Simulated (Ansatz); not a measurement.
## InSb (Fm-3m, No. 225, 2 atoms in the cell; start mp-10149; a measured phase of this formula has another space group)

These are LDA in Ansatz (plane waves, PAW) values and carry that method's errors.

Run with plane-wave cutoff 500 eV, 12×12×12 k mesh, Fermi–Dirac smearing 0.05 eV, scalar-relativistic PAW data made under PBE.

Cell (relaxed at this level):

Space group Fm-3m (No. 225); a = b = c = 5.979 Å, α = β = γ = 90.00°

```json
[
 {"atom": "In", "site": "4a", "symmetry": "m-3m", "x": "0.0000", "y": "0.0000", "z": "0.0000"},
 {"atom": "Sb", "site": "4b", "symmetry": "m-3m", "x": "0.5000", "y": "0.5000", "z": "0.5000"}
]
```
(The calculation used a cell of 2 atoms; values per cell refer to that cell.)

| Property | Value |
|---|---|
| band gap | none |

Note: the relaxation could not lower the start's symmetry, so the cell can be a saddle point above a distorted one.

Spin–orbit coupling is not included.

Static lattice: no zero-point or thermal effects.

It cost about 24 core-seconds (a rough figure) of CPU time.

A start named mp-… is a Materials Project structure, which need not be a measured phase.

Ansatz is a program for electronic structure.
